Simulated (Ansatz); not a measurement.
PBE against PBEsol: W3N4, tensor shear ε_xz = −0.89 %

The reference is W₃N₄ (space group Pm-3m, No. 221; a = 4.215 Å). Axes: x, y, z lie along the cube axes.

(Cell as relaxed with PBE.)

Levels (all Ansatz, a quantum-chemistry and plane-wave program, PAW): PBE (420 eV, scalar-relativistic without spin-orbit coupling); PBEsol (420 eV, spin-orbit coupling left out).

Each level relaxes its own structure.

| base | PBE | PBEsol |
|---|---|---|
| volume per atom | 10.70 Å³ | 10.43 Å³ |
| lattice parameter a | 4.215 Å | 4.179 Å |
| band gap | zero | zero |

Modification: a pure shear with ε_xz = ε_zx = -0.0089; the atoms relax in the strained cell.

```json
[
 {"quantity": "shortest interatomic distance", "PBE": "2.108 Å", "PBEsol": "2.090 Å"},
 {"quantity": "band gap", "PBE": "zero", "PBEsol": "zero"},
 {"quantity": "energy relative to the base (free energy F)", "PBE": "+0.5 meV/atom", "PBEsol": "+0.5 meV/atom"},
 {"quantity": "pressure (mean of the normal stresses, compression positive)", "PBE": "0.0 GPa", "PBEsol": "0.0 GPa"}
]
```

PBE's shortest interatomic distance lies 0.018 Å above PBEsol's (0.9 %); the two agree on the band gap, energy relative to the base and pressure. Neither level is exact; PBEsol is the comparison here, not a measurement.

Without a gap, meshes like the base's 11×11×11 leave anisotropic stresses uncertain by several tenths of a GPa, and small strain energies with them. Whether these cells are dynamically stable was not tested. The final runs are not spin-polarised.
